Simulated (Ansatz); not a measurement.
# Response to strain in ZnSe

Start from ZnSe in the zinc blende structure (space group F-43m, No. 216; a = 5.6333 Å).

Strains are applied to the cell and any free atomic positions relax.

All numbers come from PBEsol, PAW, 420 eV (Ansatz, a quantum-chemistry and plane-wave program; no spin-orbit coupling).

Notes on the quantities. energy relative to the base: free energy F; hole mass: degenerate bands, along [100].

```json
[
 {"case": "base", "energy relative to the base": "0 meV/atom", "width of the top valence band": "2.79 eV", "band gap": "1.24 eV", "hole mass": "0.096, 0.58, 0.58 mₑ (at Γ)", "shortest interatomic distance": "2.439 Å"},
 {"case": "isotropic strain −3.00 %", "energy relative to the base": "+41 meV/atom", "width of the top valence band": "3.26 eV", "band gap": "1.61 eV", "hole mass": "0.11, 0.51, 0.51 mₑ (at Γ)", "shortest interatomic distance": "2.366 Å"},
 {"case": "isotropic strain −2.50 %", "energy relative to the base": "+28 meV/atom", "width of the top valence band": "3.18 eV", "band gap": "1.55 eV", "hole mass": "0.11, 0.52, 0.52 mₑ (at Γ)", "shortest interatomic distance": "2.378 Å"},
 {"case": "isotropic strain −2.00 %", "energy relative to the base": "+18 meV/atom", "width of the top valence band": "3.09 eV", "band gap": "1.49 eV", "hole mass": "0.11, 0.53, 0.53 mₑ (at Γ)", "shortest interatomic distance": "2.391 Å"},
 {"case": "isotropic strain −1.00 %", "energy relative to the base": "+4.3 meV/atom", "width of the top valence band": "2.94 eV", "band gap": "1.36 eV", "hole mass": "0.10, 0.55, 0.55 mₑ (at Γ)", "shortest interatomic distance": "2.415 Å"},
 {"case": "isotropic strain +0.50 %", "energy relative to the base": "+1.0 meV/atom", "width of the top valence band": "2.72 eV", "band gap": "1.18 eV", "hole mass": "0.093, 0.59, 0.59 mₑ (at Γ)", "shortest interatomic distance": "2.452 Å"},
 {"case": "isotropic strain +1.00 %", "energy relative to the base": "+3.9 meV/atom", "width of the top valence band": "2.65 eV", "band gap": "1.12 eV", "hole mass": "0.090, 0.60, 0.60 mₑ (at Γ)", "shortest interatomic distance": "2.464 Å"},
 {"case": "isotropic strain +1.50 %", "energy relative to the base": "+8.7 meV/atom", "width of the top valence band": "2.58 eV", "band gap": "1.07 eV", "hole mass": "0.086, 0.61, 0.61 mₑ (at Γ)", "shortest interatomic distance": "2.476 Å"},
 {"case": "isotropic strain +2.00 %", "energy relative to the base": "+15 meV/atom", "width of the top valence band": "2.51 eV", "band gap": "1.01 eV", "hole mass": "0.083, 0.63, 0.63 mₑ (at Γ)", "shortest interatomic distance": "2.488 Å"},
 {"case": "isotropic strain +3.00 %", "energy relative to the base": "+33 meV/atom", "width of the top valence band": "2.38 eV", "band gap": "0.90 eV", "hole mass": "0.077, 0.65, 0.65 mₑ (at Γ)", "shortest interatomic distance": "2.512 Å"}
]
```

Masses are band curvatures over ±0.01 Å⁻¹ around the edge. Stability against distortions was not tested.
